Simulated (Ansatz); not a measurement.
## Effective masses and thermopower of C under load (space group P6_3/mmc)

Here is the system:

```
CELL_PARAMETERS angstrom
      2.54443     0.00000     0.00000
     -1.27221     2.20354     0.00000
      0.00000     0.00000     4.23551
ATOMIC_POSITIONS crystal
  C  0.33333 0.66667 0.00008
  C  0.66667 0.33333 0.50008
  C  0.33333 0.66667 0.37492
  C  0.66667 0.33333 0.87492
```

Calculation: PBE, rigid bands (plane waves, PAW, scalar-relativistic; Ansatz, an electronic-structure program). Condition of this run: hydrostatic pressure of -22 GPa (compression positive) (the target of the relaxation). Cell: cell and atoms relaxed with PBEsol, then loaded as said.

| Quantity | Value |
|---|---|
| band gap | 3.51 eV |
| electron conductivity mass (300 K, dilute) | 0.49 (x), 0.49 (y), 0.28 (z) mₑ |
| hole conductivity mass (300 K, dilute) | 0.48 (x), 0.48 (y), 0.72 (z) mₑ |
| effective density of states N_c (300 K) | 1.3e19 cm⁻³ |
| effective density of states N_v (300 K) | 2.0e19 cm⁻³ |
| density-of-states mass, electrons | 0.65 mₑ |
| density-of-states mass, holes | 0.86 mₑ |
| Seebeck coefficient, n-type 1e19 cm⁻³, 300 K | -244 μV/K |
| best n-type power factor at 300 K for τ = 10 fs (best axis; densities from 1e16 to 1e21 cm⁻³ tried, whether or not they can be reached) | 7.6 μW/(cm·K²) at 3e19 cm⁻³ |
| Seebeck coefficient, p-type 1e19 cm⁻³, 300 K | 281 μV/K |
| best p-type power factor at 300 K for τ = 10 fs (best axis; densities from 1e16 to 1e21 cm⁻³ tried, whether or not they can be reached) | 7.1 μW/(cm·K²) at 1e20 cm⁻³ |

Rigid bands; masses and Seebeck coefficients take one relaxation time τ for all states and one kind of carrier; polarons and phonon drag are left out. Spin-orbit coupling is left out. Geometry: cell and atoms relaxed with PBEsol.
